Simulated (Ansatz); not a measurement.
For zinc-blende NaI (model structure), LDA in Ansatz (PAW) gives:

equilibrium lattice constant a: 6.890 Å
formation enthalpy: -1.157 eV/atom

**Question.** What does HSE06 (PAW; Ansatz, a program for electronic structure) give for the same quantities?

**Answer.** 
- lattice constant a: 7.123 Å (grows by 3.4 %)
- formation enthalpy: -1.359 eV/atom (moves by -0.202 eV/atom)

Changes are worked out from the printed values.

Unless a cell is named, each level is at its own relaxed cell (LDA 40.89, HSE06 45.18 Å³/atom).

Levels without +SOC leave out spin–orbit coupling, which shifts energies and cells of such heavy elements.

Caveats: exact exchange on metals is sensitive to the k mesh and can open a false gap (HSE06). Ansatz's density-functional and Hartree–Fock values are scalar-relativistic unless marked +SOC, with PAW data made under PBE.

A model structure was made by putting elements into a prototype or built by hand; it is no filed structure, need not be a known phase, and can be a saddle point held by its symmetry.
